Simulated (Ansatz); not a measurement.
# MoP (P-6m2, No. 187, 2 atoms in the cell; start mp-219)

The numbers are results of PBE (Ansatz, a program for electronic structure, plane waves, PAW), not measurements.

Numerical settings: plane-wave cutoff 520 eV, 18×18×18 k mesh, Fermi–Dirac smearing 0.05 eV, no spin polarisation, scalar-relativistic PAW data made under PBE.

Cell (relaxed at this level):

MoP is taken in the hexagonal space group P-6m2 (No. 187), Pearson symbol hP2. Lattice parameters: a = b = 3.241 Å, c = 3.196 Å, α = β = 90.00°, γ = 120.00°. Mo on 1a is coordinated by 6 P at 2.460 Å and 8 Mo at 3.196–3.241 Å. P on 1d sees 6 Mo at 2.460 Å (trigonal prismatic). (Neighbours: up to the widest gap in distance over summed covalent radii, below 1.35, at either atom; cation-cation and far metal-metal contacts left out.)

For MoP (P-6m2, No. 187, 2 atoms in the cell; start mp-219), the bulk modulus is 215 GPa.

Note: the bulk modulus is −V dP/dV from two relaxed cells at ±2 % in volume; the relaxation could not lower the start's symmetry, so the cell can be a saddle point above a distorted one.

Computed values are for the static lattice.

A start named mp-… is a Materials Project structure, which need not be a measured phase.
